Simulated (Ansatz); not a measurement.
For CsCl-type AuZn (cubic form, which distorts at low temperature), PBE+SOC (Ansatz, a quantum-chemistry and plane-wave program, PAW) gives:

- equilibrium lattice constant a = 3.180 Å
- bulk modulus B0 = 120 GPa

**Question.** What does r²SCAN-D4 (PAW; Ansatz) give for the same quantities?

**Answer.** 
- lattice constant a: 3.136 Å (drops by 1.4 %)
- bulk modulus: 142 GPa (grows by 18 %)

For comparison: bulk modulus 131 GPa (measured, temperature not stated, not corrected to a static lattice; as tabulated in Nepal et al. (2020), arXiv:2007.11150).

Changes are worked out from the printed values.

Unless a cell is named, each level is at its own relaxed cell (PBE+SOC 16.07, r²SCAN-D4 15.42 Å³/atom).

Levels without +SOC leave out spin–orbit coupling, which shifts energies and cells of such heavy elements.

Caveats: symmetry holds this phase in the static calculation, where it need not be a minimum (PBE+SOC, r²SCAN-D4). Ansatz's density-functional and Hartree–Fock values are scalar-relativistic unless marked +SOC, with PAW data made under PBE.
